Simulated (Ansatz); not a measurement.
## What uniaxial strain ε_zz = −1.20 % does to Cu3N

Start from Cu3N (space group Pm-3m, No. 221; a = 3.7209 Å). Axes: x, y, z lie along the cube axes.

Modification: the cell is compressed by 1.20 % along z with no lateral relaxation, atoms relaxed at fixed cell.

All numbers come from LDA (Ansatz, an electronic-structure program; PAW; 420 eV plane waves; no spin-orbit coupling). k-mesh 13×13×13 (Γ-centred); smearing 0.05 eV (Fermi–Dirac).

- Volume per atom: 12.72 Å³ (base 12.88 Å³)
- Space group: P4/mmm (No. 123) (base Pm-3m (No. 221))
- Shortest interatomic distance: 1.838 Å (base 1.860 Å)
- Energy relative to the base (free energy F): +1.9 meV/atom
- Pressure (mean of the normal stresses, compression positive): 1.9 GPa (base 0.0 GPa)
- Band gap: zero (base zero)
- Stress (xx, yy, zz, yz, xz, xy; compression positive): (0.8, 0.8, 4.0, 0.0, 0.0, 0.0) GPa (rough)

Without a gap, meshes like the base's 13×13×13 leave anisotropic stresses uncertain by several tenths of a GPa, and small strain energies with them. Whether these cells are dynamically stable was not tested. The final runs are not spin-polarised. A zero or small gap of Cu3N can be the functional's error rather than a property of the material.
